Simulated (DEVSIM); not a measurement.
Device: abrupt CdTe n-p junction, at 300 K.

```csv
layer (left to right),material,thickness (μm),Nd (cm⁻³),Na (cm⁻³),τn (s),τp (s)
1,CdTe,5.80,1.6e17,-,7.5e-9,7.5e-9
2,CdTe,0.310,-,1e16,7.5e-9,7.5e-9
```

Left contact: ohmic. Right contact: ohmic. Voltage is applied to the left contact. Recombination: SRH at mid-gap, Auger. Mobility is μmin + (μ − μmin)/(1 + (N/Nref)^α).

The device is made up for the run: typed textbook-type constants, with dimensions and the other settings drawn at random. Values at 300 K; Nc and Nv go as T^1.5, mobilities as T to minus their exponent, the gap by Varshni's rule with the affinity fixed.

| parameter | CdTe |
|---|---|
| gap (eV) | 1.5 |
| affinity (eV) | 4.28 |
| permittivity | 10.2 |
| Nc (cm⁻³) | 8e17 |
| Nv (cm⁻³) | 1.8e19 |
| μn (cm²/Vs) | 1000 |
| μp (cm²/Vs) | 80 |
| μn,min | 100 |
| μp,min | 10 |
| Nref,n | 1e17 |
| Nref,p | 1e17 |
| αn | 0.6 |
| αp | 0.6 |
| T exponent of μn | 1.7 |
| T exponent of μp | 1.5 |
| Cn (cm⁶/s) | 1e-30 |
| Cp (cm⁶/s) | 1e-30 |
| Varshni α (eV/K) | 0.00031 |
| Varshni β (K) | 108 |

DEVSIM, 1D drift-diffusion, Boltzmann statistics, complete ionisation; no tunnelling, impact ionisation, image-force lowering or self-heating.

Base results: dark forward voltage at 100 A/cm² (V) 1.130; potential step across the device at zero bias (V) 1.265; largest field in the device at zero bias (V/cm) 65000; dark forward voltage at 1 A/cm² (V) 0.995.

Q: What follows from this one change: doping Na of layer 2 1e+16 → 1e+15 cm^-3?

A: dark forward voltage at 100 A/cm² 1.130 → 1.051 V; potential step across the device at zero bias 1.265 → 1.205 V; largest field in the device at zero bias 65000 → 42000 V/cm; dark forward voltage at 1 A/cm² 0.995 → 0.896 V.

Q: What follows from this one change: thickness of layer 2 0.31 → 0.53 μm?

A: dark forward voltage at 100 A/cm² 1.130 → 1.148 V; potential step across the device at zero bias little changed (1.265 V); largest field in the device at zero bias little changed (64000 V/cm); dark forward voltage at 1 A/cm² 0.995 → 1.017 V.

Q: What follows from this one change: temperature 300 → 250 K?

A: dark forward voltage at 100 A/cm² 1.130 → 1.215 V; potential step across the device at zero bias 1.265 → 1.330 V; largest field in the device at zero bias little changed (67000 V/cm); dark forward voltage at 1 A/cm² 0.995 → 1.104 V.

Q: What follows from this one change: doping Nd of layer 1 1.6e+17 → 4.8e+15 cm^-3?

A: dark forward voltage at 100 A/cm² 1.130 → 1.210 V; potential step across the device at zero bias 1.265 → 1.174 V; largest field in the device at zero bias 65000 → 36000 V/cm; dark forward voltage at 1 A/cm² 0.995 → 1.005 V.

Q: What follows from this one change: constant mobility in place of the doping-dependent one?

A: dark forward voltage at 100 A/cm² 1.130 → 1.121 V; potential step across the device at zero bias little changed (1.265 V); largest field in the device at zero bias little changed (65000 V/cm); dark forward voltage at 1 A/cm² 0.995 → 0.989 V.
